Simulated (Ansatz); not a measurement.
Partial pair distribution functions of a relaxed model of amorphous B$_{32}$N$_{32}$Ru, broadened by 0.06 Å; density 2.22 g/cm³. Computed with PBE, scalar-relativistic without spin-orbit coupling (plane waves to 420 eV, PAW; Ansatz, an electronic-structure program). In the spin-polarised cell the level spacing at the Fermi energy can part levels of unlike spin.

A CHGNet melt-quench gave the starting glass, which DFT then relaxed. N atoms were pushed apart under 1.9 Å during the dynamics, to hinder bonds among them. The hot cell started wider than the set density and was brought back towards it in steps. It is the lowest in DFT energy of 2 quenches. It is a model cell: composition and starting density were chosen by hand, and all elements were melted together. No dispersion term was used. Its density started from a set value of 2.22 and ended at 2.22 g/cm³. The simulated quench (nominally 870 K/ps over its main leg) is rapid and tends to freeze in more defects than a deposited or slowly cooled glass has. One small periodic cell is one sample of the glass; other quenches scatter about these values. The volume was held where the preparation left it, at a PBE pressure of 0.1 GPa. Stress components on the final sampling reach 3.1 GPa.

| r (Å) | g B-N | g N-Ru | g B-B | g N-N |
|---|---|---|---|---|
| 1.15 | 0.00 | 0.00 | 0.00 | 0.00 |
| 1.25 | 0.21 | 0.00 | 0.00 | 0.00 |
| 1.35 | 3.95 | 0.00 | 0.00 | 0.00 |
| 1.45 | 11.84 | 0.00 | 0.00 | 0.00 |
| 1.55 | 5.54 | 0.00 | 0.00 | 0.00 |
| 1.65 | 1.14 | 0.00 | 0.00 | 0.00 |
| 1.75 | 0.31 | 0.00 | 0.03 | 0.00 |
| 1.85 | 0.07 | 0.05 | 0.50 | 0.00 |
| 1.95 | 0.00 | 1.72 | 0.83 | 0.00 |
| 2.05 | 0.00 | 4.96 | 0.29 | 0.02 |
| 2.15 | 0.00 | 2.96 | 0.26 | 0.30 |
| 2.25 | 0.00 | 1.62 | 0.70 | 0.47 |
| 2.35 | 0.00 | 0.10 | 2.08 | 0.73 |
| 2.45 | 0.12 | 0.00 | 3.33 | 3.77 |
| 2.55 | 0.37 | 0.00 | 3.18 | 5.09 |
| 2.65 | 0.29 | 0.00 | 1.74 | 3.11 |
| 2.75 | 0.64 | 0.00 | 1.48 | 1.56 |
| 2.85 | 1.23 | 0.03 | 0.87 | 0.58 |
| 2.95 | 1.43 | 0.70 | 0.56 | 0.46 |
| 3.05 | 0.92 | 1.57 | 0.53 | 0.38 |
| 3.15 | 0.66 | 1.12 | 0.42 | 0.40 |
| 3.25 | 1.12 | 0.15 | 0.57 | 0.49 |
| 3.35 | 1.37 | 0.65 | 0.79 | 0.46 |
| 3.45 | 1.30 | 1.37 | 0.54 | 0.38 |
| 3.55 | 1.34 | 0.84 | 0.48 | 0.47 |
| 3.65 | 1.34 | 1.09 | 0.85 | 0.46 |
| 3.75 | 1.93 | 1.12 | 0.86 | 0.51 |
| 3.85 | 1.82 | 0.97 | 0.88 | 0.58 |
| 3.95 | 1.26 | 1.40 | 0.75 | 0.88 |
| 4.05 | 0.90 | 1.15 | 0.84 | 1.08 |
| 4.15 | 0.62 | 1.39 | 1.11 | 1.26 |
| 4.25 | 0.50 | 1.22 | 1.29 | 1.21 |
| 4.35 | 0.53 | 1.11 | 1.43 | 1.40 |

Within 1.90 Å each B has 3.00 N neighbours on average.
